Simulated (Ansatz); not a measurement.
The starting structures come from a database of crystals and need not be the phases stable at ambient conditions.

 Where the default PAW files enter, the runs use the earlier of Ansatz's two default sets.

By PBEsol, the system below comes out a metal.

A figure of merit of an interconnect metal is its ballistic conductance per area.

Data:

```yaml
crystal:
  lattice:
    - [3.55109, 0.00000, 0.00000]
    - [0.00000, 4.67668, 0.00000]
    - [1.77554, 2.33834, 1.72654]
  atoms:
    - { symbol: Sn, position: [0.00000, 0.00000, 0.00000] }
```

Space group of this cell: Immm. The cell is taken as given; by PBEsol its mean pressure is -3.6 GPa.

The current flows along the normal of the first two printed cell vectors. No spin-orbit coupling; the value is a mean over 0.1 eV about the Fermi level.

Estimate the ballistic conductance per area that PBEsol (Ansatz, a program for electronic structure) returns for this system.

1.1 × 10¹⁵ S/m² for both spins.
